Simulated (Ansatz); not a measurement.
# Pressure series in Mg

Start from Mg (space group P6/mmm, No. 191; a = 5.0664 Å, c = 3.0787 Å; a model cell, its experimental status unchecked).

Cell and atoms are relaxed at each pressure.

All numbers come from Ansatz (a program for electronic structure) PBEsol, no SOC.

```json
[
 {"pressure (GPa)": "-2", "volume per atom (Å³/atom)": "24.309"},
 {"pressure (GPa)": "-1", "volume per atom (Å³/atom)": "23.498"},
 {"pressure (GPa)": "0", "volume per atom (Å³/atom)": "22.813"},
 {"pressure (GPa)": "0.3", "volume per atom (Å³/atom)": "?"},
 {"pressure (GPa)": "0.7", "volume per atom (Å³/atom)": "22.383"},
 {"pressure (GPa)": "1.5", "volume per atom (Å³/atom)": "21.937"},
 {"pressure (GPa)": "3", "volume per atom (Å³/atom)": "21.204"},
 {"pressure (GPa)": "7.5", "volume per atom (Å³/atom)": "19.525"},
 {"pressure (GPa)": "10", "volume per atom (Å³/atom)": "18.808"}
]
```

Question: Fit the third-order Birch–Murnaghan form P(V) = (3B₀/2)[(V₀/V)^(7/3) − (V₀/V)^(5/3)]·[1 + (3/4)(B₀′ − 4)((V₀/V)^(2/3) − 1)] (squares taken in P) to the rows shown and predict the withheld row.

Answer: Least squares on the printed values gives V₀ = 22.811 Å³/atom, B₀ = 35.6 GPa, B₀′ = 3.9; this predicts 22.623 Å³/atom, and the run gives 22.624 Å³/atom, in agreement.

Load acts through the strain it causes; cell and atoms are relaxed under it. Stability against distortions was not tested. No other phases were tried under pressure. This is not the structure that Mg has at room temperature and ambient pressure.
